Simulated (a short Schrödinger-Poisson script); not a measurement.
Symmetric double-gate stack, HfO2 on p-type Si(100)

Stack: symmetric double-gate stack, HfO2 on p-type Si(100), at 77 K.

```
layer  material  thickness (nm)  Na (cm⁻³)
-----  --------  --------------  ---------
1          HfO2             6.2          -
2            Si               5       1e17
3          HfO2             6.2          -
```

The device is made up for the run: typed textbook-type constants, with dimensions and the other settings drawn at random. HfO2: permittivity 22, conduction-band edge (eV) 1.55, gap (eV) 5.7, electron mass (mₑ) 0.2. Si: permittivity 11.7, conduction-band edge (eV) 0, gap (eV) 1.124, Nv at 300 K (cm⁻³) 3.1e19.

Channel valleys (confinement mass, in-plane density-of-states mass, number): Δ2 0.916, 0.19, 2; Δ4 0.19, 0.417, 4. At the gates, both at one voltage, the conduction-band edge of layer 1 lies 1.84 eV − eVg above the Fermi level of the channel. Gaps are held at their typed values at every temperature. Mesh 0.03 nm at interfaces.

From a short Schrödinger-Poisson script (our own, NumPy): 1D Poisson equation in equilibrium, electrons quantum, Hartree (BenDaniel-Duke, 12 states a valley, the channel's in-plane mass for all, wave functions ending at the dielectric), parabolic valleys, classical holes, full ionisation, no traps, pinning or gate leakage.

| Vg (V) | electrons (cm⁻²) | C (μF/cm²) | Δ2 E0 (meV) | Δ2 E1 (meV) | Δ4 E0 (meV) | Δ4 E1 (meV) |
|---|---|---|---|---|---|---|
| 0.25 | 1.65e8 | 0.00431 | 58.1 | 107.3 | 120.9 | 358.2 |
| 0.3 | 1.36e11 | 1.85 | 13.1 | 62.0 | 75.9 | 312.9 |
| 0.35 | 1.05e12 | 3.45 | -3.5 | 43.2 | 59.3 | 294.1 |
| 0.4 | 2.17e12 | 3.70 | -12.7 | 31.5 | 50.2 | 282.5 |
| 0.45 | 3.34e12 | 3.82 | -20.4 | 21.2 | 42.7 | 272.5 |
| 0.5 | 4.55e12 | 3.95 | -27.4 | 11.9 | 36.0 | 263.4 |
| 0.55 | 5.81e12 | 4.13 | -33.3 | 3.9 | 30.5 | 255.7 |
| 0.6 | 7.12e12 | 4.27 | -38.1 | -2.8 | 26.1 | 249.3 |
| 0.65 | 8.47e12 | 4.36 | -42.2 | -8.6 | 22.5 | 243.9 |
| 0.7 | 9.84e12 | 4.42 | -45.8 | -13.9 | 19.4 | 239.0 |
| 0.75 | 1.12e13 | 4.46 | -49.2 | -18.9 | 16.6 | 234.5 |
| 0.8 | 1.26e13 | 4.50 | -52.4 | -23.6 | 14.0 | 230.3 |
| 0.85 | 1.40e13 | 4.53 | -55.5 | -28.2 | 11.6 | 226.3 |
| 0.9 | 1.55e13 | 4.56 | -58.4 | -32.5 | 9.4 | 222.5 |
| 0.95 | 1.69e13 | 4.59 | -61.3 | -36.7 | 7.3 | 218.9 |
| 1 | 1.83e13 | 4.62 | -64.0 | -40.8 | 5.5 | 215.5 |

Gate voltages with under 1e6 electrons/cm² are left out.

Subbands count from the Fermi level. The capacitance is that of both gates.
